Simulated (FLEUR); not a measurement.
Input and output of a self-consistent single point for Ta2InC (P6_3/mmc, 8 atoms in the cell) (FLEUR).

Level of theory: LDA (Perdew-Zunger), all-electron FLAPW (FLEUR), scalar-relativistic valence.

The change in words: lattice scaled by 0.98. Reference geometry:
```xyz
8
Lattice="3.1675 0.0000 0.0000 -1.5838 2.7431 0.0000 0.0000 0.0000 14.5335" Properties=species:S:1:pos:R:3 pbc="T T T"
Ta     1.5838     0.9144     8.4726
Ta     0.0000     1.8288     6.0609
Ta     0.0000     1.8288     1.2058
Ta     1.5838     0.9144    13.3276
In     1.5838     0.9144     3.6334
In     0.0000     1.8288    10.9001
C      0.0000     0.0000     7.2667
C      0.0000     0.0000     0.0000
```

Reference input (self-consistent single point, DFT, LDA (Perdew-Zunger), all-electron FLAPW (FLEUR), scalar-relativistic valence): Kmax = 4.3 1/bohr; GmaxXC = 15 1/bohr; xcFunctional = pz; jspins = 1; l_soc = F; mode = gauss; fermiSmearingEnergy = 0.00367493 Htr; mesh (inpgen div1-3) = 7 7 2; inpgen gamma flag = true; Gmax = 15 1/bohr; numbands = 0; maxIterBroyd = 99. This run's input differs from it in these lines:

```diff
@@ -3,5 +3,5 @@
 &input film=f /
-5.9857262587 0.0000000321 0.0000000000
--2.9928631572 5.1837909841 0.0000000000
-0.0000000000 0.0000000000 27.4642968377
+5.8660117916 0.0000001057 0.0000000000
+-2.9330059873 5.0801151776 0.0000000000
+0.0000000000 0.0000000000 26.9150101451
 1.0
@@ -50,5 +50,5 @@
          <bravaisMatrix>
-            <row-1>    5.9857262586999997     0.0000000321000000     0.0000000000000000</row-1>
-            <row-2>   -2.9928631572000000     5.1837909840999998     0.0000000000000000</row-2>
-            <row-3>    0.0000000000000000     0.0000000000000000    27.4642968377000010</row-3>
+            <row-1>    5.8660117916000001     0.0000001057000000     0.0000000000000000</row-1>
+            <row-2>   -2.9330059873000001     5.0801151775999998     0.0000000000000000</row-2>
+            <row-3>    0.0000000000000000     0.0000000000000000    26.9150101450999983</row-3>
          </bravaisMatrix>
```

The program printed (abridged):

```
 Iteration:     1   Distance:      22.47423741 me/bohr^3
 Iteration:     2   Distance:      17.90002322 me/bohr^3
 Iteration:     3   Distance:       8.99488535 me/bohr^3
 Iteration:     4   Distance:       6.63580744 me/bohr^3
 Iteration:     5   Distance:       4.97832598 me/bohr^3
   [... 11 lines left out ...]
 Iteration:    17   Distance:       0.00012782 me/bohr^3
 Iteration:    18   Distance:       0.00011189 me/bohr^3
 Iteration:    19   Distance:       0.00001740 me/bohr^3
 Iteration:    20   Distance:       0.00000164 me/bohr^3
 Reset of history
 Run finished successfully
 Stop message:
   Structural relaxation: new displacements generated

[file out, last iteration]
             iter=     21
[...]
          total density-effective poten   -1.2779956017E+05
          total charge density-energy d   -1.5535800218E+03
 Updated energy parameters for spin:           1
[...]
 fermi energy and band-weighting factors:
   [... 11 lines left out ...]

[...]
FERMIE:
          first approx. to ef    (T=0)  :   0.523238 htr   (energy of the highest occ. eigenvalue)
          number of occ. states  (T=0)  :       1138
          first approx. to seigv (T=0)  : -34.415841 htr
          sum of weights of occ. states :  71.081633
          sum of semicore charge        :   0.000000 e
          fermi energy=   0.52325 har   work function= -14.23846 ev
   [... lines left out ...]
          total moment                 =     0.00000
 Direct bandgap for spin            1 :    3.9790243933967018E-003  Htr
 ---->    free energy=                    -74299.6858886111 htr
   [... lines left out ...]
 TOTAL FORCE FOR ATOM TYPE=  1  X= -2.933   Y=  1.693   Z=-11.224
                       FX_TOT= 0.000000 FY_TOT= 0.000000 FZ_TOT=-0.000071
 TOTAL FORCE FOR ATOM TYPE=  2  X= -2.933   Y=  1.693   Z=  6.729
                       FX_TOT= 0.000000 FY_TOT= 0.000000 FZ_TOT= 0.000000
 TOTAL FORCE FOR ATOM TYPE=  3  X=  0.000   Y=  0.000   Z= 13.458
                       FX_TOT= 0.000000 FY_TOT= 0.000000 FZ_TOT= 0.000000
```

The run converged in 20 iterations. FLEUR gives forces in its relaxation mode, with a further iteration, so its stop message speaks of a relaxation. Against the reference run the total energy goes down by 24.9 meV/atom and the largest force goes from 0.751 to 0.004 eV/Å.

The starting cell comes from a database of computed structures (which also holds hypothetical and non-ambient phases and stackings), without a prior relaxation at this level. For this run, on top of that: lattice scaled by 0.98. Spin-orbit coupling is off. Spin polarisation is off. Values depend on the basis (sphere radii, cutoffs, local orbitals), which need not be converged. The log's line on a gap gives a spacing of levels on this mesh, which the program prints for metals too.

Cost on one core of a shared machine: roughly 4 min.
